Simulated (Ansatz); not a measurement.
The starting structures come from a database of crystals and need not be the phases stable at ambient conditions.

Inside the gap of an insulator the Bloch states are evanescent, with a wavenumber k + iκ along the transport direction.

Given:

```xyz
10
Lattice="5.6418 0.0000 0.0000 0.0000 5.6418 0.0000 2.8209 -2.8209 3.9893" Properties=species:S:1:pos:R:3 pbc="T T T"
K      2.8209     0.0000     1.9947
K      5.6418     2.8209     1.9947
Li     5.6418     0.0000     3.9893
Al     0.0000     0.0000     0.0000
F      4.1254    -1.5164     3.9893
F      7.1582     1.5164     3.9893
F      7.1582    -1.5164     3.9893
F      4.1254     1.5164     3.9893
F      5.6418     0.0000     1.8448
F      2.8209     2.8209     2.1445
```

Space group of this cell: Fm-3m. The cell is taken as given; by r2SCAN its mean pressure is -3.9 GPa.

Transport runs along the normal of the first two printed cell vectors, the (001) plane of the conventional cell.

The gap is the functional's own, uncorrected, and κ follows it; spin-orbit coupling is left out. Mid-gap values are interpolated between the computed energies.

Compute, with r2SCAN (Ansatz, a program for electronic structure), the band gap and the smallest decay constant κ at mid-gap.

Gap 8.41 eV on a 8×8×8 mesh; κ = 0.628 1/Å, at the zone centre.
